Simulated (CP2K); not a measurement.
Input and output of a self-consistent single point for Zn2GaCuSe4 (P1, 8 atoms in the cell) (CP2K).

Level of theory: LDA (Pade form), GPW, DZVP-MOLOPT-SR-GTH basis, GTH-PADE potentials (GTH_POTENTIALS) (CP2K).

The change in words: atoms moved at random. Reference geometry:
```yaml
crystal:
  lattice:
    - [6.96912, 0.00000, 0.00000]
    - [2.29632, 6.57993, 0.00000]
    - [-4.63272, -3.28997, 4.03518]
  atoms:
    - { symbol: Zn, position: [0.75000, 0.25000, 0.50000] }
    - { symbol: Zn, position: [0.25000, 0.75000, 0.50000] }
    - { symbol: Ga, position: [0.50000, 0.50000, 0.00000] }
    - { symbol: Cu, position: [0.00000, 0.00000, 0.00000] }
    - { symbol: Se, position: [0.12590, 0.12590, 0.49750] }
    - { symbol: Se, position: [0.87410, 0.37160, 0.00000] }
    - { symbol: Se, position: [0.62840, 0.62840, 0.50250] }
    - { symbol: Se, position: [0.37160, 0.87410, 0.00000] }
```

Reference input (self-consistent single point, DFT LDA (Pade form), GPW, DZVP-MOLOPT-SR-GTH basis, GTH-PADE potentials (GTH_POTENTIALS)): CUTOFF = 600 Ry; REL_CUTOFF = 50 Ry; SMEAR/METHOD = FERMI_DIRAC; ELECTRONIC_TEMPERATURE = 232.09 K; KPOINTS/SCHEME = MONKHORST-PACK 3 3 3; XC_FUNCTIONAL = PADE; Zn/BASIS_SET = DZVP-MOLOPT-SR-GTH-q12; Zn/POTENTIAL = GTH-PADE-q12; Ga/BASIS_SET = DZVP-MOLOPT-SR-GTH-q13; Ga/POTENTIAL = GTH-PADE-q13; Cu/BASIS_SET = DZVP-MOLOPT-SR-GTH-q11; Cu/POTENTIAL = GTH-PADE-q11. This run's input differs from it in these lines:

```diff
@@ -70,10 +70,10 @@
       SCALED
-      Zn       0.75000000     0.25000000     0.50000000
-      Zn       0.25000000     0.75000000     0.50000000
-      Ga       0.50000000     0.50000000     0.00000000
-      Cu       0.00000000     0.00000000     0.00000000
-      Se       0.12590000     0.12590000     0.49750000
-      Se       0.87410000     0.37160000     0.00000000
-      Se       0.62840000     0.62840000     0.50250000
-      Se       0.37160000     0.87410000     0.00000000
+      Zn       0.76456800     0.25370600     0.51026000
+      Zn       0.24620700     0.74857900     0.50069200
+      Ga       0.49627100     0.50391500    -0.00608500
+      Cu      -0.01343800    -0.01061000    -0.02145200
+      Se       0.12867100     0.12085500     0.49697800
+      Se       0.87780400     0.37840200     0.00598500
+      Se       0.63080100     0.63721800     0.50942600
+      Se       0.36911600     0.86793500     0.00419600
     &END COORD
```

Log, with long lists cut:

```
 SCF WAVEFUNCTION OPTIMIZATION

  Step     Update method      Time    Convergence         Total energy    Change
     1 NoMix/Diag. 0.30E+00      -     1.50176107      -281.9038038957 -2.82E+02
     2 Broy./Diag. 0.30E+00      -     0.18842001      -283.8015715892 -1.90E+00
     3 Broy./Diag. 0.30E+00      -     0.05036072      -281.7785955792  2.02E+00
     4 Broy./Diag. 0.30E+00      -     0.09007531      -281.7386512179  3.99E-02
     5 Broy./Diag. 0.30E+00      -     0.02241075      -281.7208972497  1.78E-02
     6 Broy./Diag. 0.30E+00      -     0.00769941      -281.6399976799  8.09E-02
   [... 6 lines left out ...]
    13 Broy./Diag. 0.30E+00      -     0.00000706      -281.6757709748 -5.19E-05
    14 Broy./Diag. 0.30E+00      -     0.00000101      -281.6757658640  5.11E-06
    15 Broy./Diag. 0.30E+00      -     0.00000237      -281.6757435657  2.23E-05
    16 Broy./Diag. 0.30E+00      -     0.00000046      -281.6757281595  1.54E-05
  *** SCF run converged in    16 steps ***

  Overlap energy of the core charge distribution:               0.00000005981543
  Self energy of the core charge distribution:               -400.64757363921001
  Core Hamiltonian energy:                                    118.62437745350918
  Hartree energy:                                              43.63137491915995
  Exchange-correlation energy:                                -43.28390431928965
  Electronic entropic energy:                                  -0.00000263350109
  Fermi energy:                                                 0.12053052137163

  Total energy:                                              -281.67572815951780
  Total energy (extrapolated to T->0):                       -281.67572684276723

   [... lines left out ...]

 STRESS| Analytical stress tensor [bar]
 STRESS|                        x                   y                   z
 STRESS|      x       -4.59333237503E+04  -1.04948633852E+03   4.82950656927E+03
 STRESS|      y       -1.04948633852E+03  -3.91807041355E+04   3.20085454117E+03
 STRESS|      z        4.82950656927E+03   3.20085454117E+03  -4.60964710338E+04
 STRESS| 1/3 Trace                                            -4.37368329732E+04
```

The run converged in 16 iterations. Against the reference run the free energy rises by 12.3 meV/atom, the pressure goes from -4.69 to -4.37 GPa, the largest force goes from 0.076 to 0.916 eV/Å and the gap on the mesh moves little (0.220 to 0.226 eV).

The starting cell comes from a database of computed structures (which also holds hypothetical and non-ambient phases and stackings), without a prior relaxation at this level. For this run, on top of that: atoms moved at random. Spin polarisation is off. Values carry the incompleteness of an atom-centred basis. With a pressure of about -4 GPa the cell is away from its equilibrium volume at this level.

Cost on one core of a shared machine: roughly 60 s.
